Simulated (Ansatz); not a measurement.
## CsCl-type CoAl

These are PBE-D3(BJ) (Ansatz, an electronic-structure program, plane waves, PAW) values and carry that method's errors.

Numerical settings: plane-wave cutoff 520 eV, 20×20×20 k mesh, Fermi–Dirac smearing 0.05 eV, no spin polarisation, scalar-relativistic PAW data made under PBE.

Cell (relaxed at this level):

AlCo is modelled in the cubic space group Pm-3m (No. 221), the CsCl type structure, Pearson symbol cP2. Cell: a = b = c = 2.8193 Å, α = β = γ = 90.00°. Al on 1b has 8 Co at 2.442 Å and 6 Al at 2.819 Å. Co on 1a has 8 Al at 2.442 Å and 6 Co at 2.819 Å. (Neighbours: up to the widest gap in distance over summed covalent radii, below 1.35, at either atom.)

```yaml
bulk modulus B0: 194 GPa
band_gap: none
pressure derivative B′ of the bulk modulus: 4.3
```

Measured, for comparison: bulk modulus 162 GPa (room temperature, no zero-point or thermal correction; as tabulated in Yamada et al. (2019), arXiv:1910.09660). Computed (rounded) less measured: bulk modulus +20 %.
